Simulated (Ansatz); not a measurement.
# H2S on the 1x1 (111) surface of fcc Ni, ferromagnetic, one in a 2x2 cell, started at the site 'top Ni'

These are PBE with D3(BJ) dispersion (plane waves to 420 eV, PAW; Ansatz, a quantum-chemistry and plane-wave program) values and carry that method's errors.

Model: 19-atom slab, 6.0 Å thick at the start under the adsorbate (thin: gaps and levels are the slab's own), 7x7x1 mesh, Fermi-Dirac 0.1 eV, dipole correction, 8 atoms held, the rest relaxed; no symmetry held; spin-polarised, no spin-orbit, no U. At the end it is bonded to Ni. In D3-corrected PBE it is, or lies within 0.03 eV of, the lowest of the starts that converged.

The adsorption energy against H2S(g) comes out as -0.91 eV and the work function of the top face is 3.24 eV. The change of the work function is -1.83 eV and the change of the step from the bottom to the top vacuum level, against the clean slab is -1.82 eV. The energy released by relaxation comes out as 0.37 eV and the height of the binding atom over the mean of the host atoms within 0.3 Å of the top one is 2.281 Å. The magnetic moment of the cell is 10.07 μB and the nearest host atoms of the binding atom comes out as Ni at 2.17 Å, Ni at 3.39 Å, Ni at 3.40 Å. The largest move of a host atom is 0.08 Å and the cost comes out as very roughly 40 core-minutes.

A negative adsorption energy means that the adsorbate is more stable on the surface than in its reference.
